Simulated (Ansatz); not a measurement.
Start from ZnCu2GeS4 (space group I-4, No. 82).

```xyz
8
Lattice="-2.6334 2.6334 5.2427 2.6334 -2.6334 5.2427 2.6334 2.6334 -5.2427" Properties=species:S:1:pos:R:3 pbc="T T T"
Cu     0.0000     0.0000     0.0000
Cu     0.0000     2.6334     2.6213
Zn     2.6334     0.0000     2.6213
Ge     0.0000     0.0000     5.2427
S      1.2873     1.3384     3.9463
S      1.3461     1.2950    -1.2964
S      1.3384    -1.2873     6.5391
S      1.2950     3.9207     1.2964
```

All numbers come from PBEsol (Ansatz, an electronic-structure program; PAW; 420 eV plane waves; spin-orbit coupling left out), earlier PAW set.

Before the change:

- Density: 4.49 g/cm³
- Electron mass: 0.11 mₑ along c, 0.12 mₑ across (at Γ)

It is then changed as follows: every Ge is replaced by Si; the structure is relaxed again.

Q: What does the calculation give for the density after the change?

A: The density falls by 0.365 g/cm³, from 4.49 g/cm³ to 4.13 g/cm³.

Q: How does this affect the electron mass?

A: The electron mass goes from 0.11 mₑ along c, 0.12 mₑ across (at Γ) to 0.22 mₑ along c, 0.20 mₑ across (at Γ).

The levels and masses belong to the bands next to the band gap. Effective masses come from finite differences of ±0.01 Å⁻¹. Stability against distortions was not tested. As relaxed here, ZnCu2SiS4 is a hypothetical phase, not in the database extracts checked. All final runs are without spin polarisation.
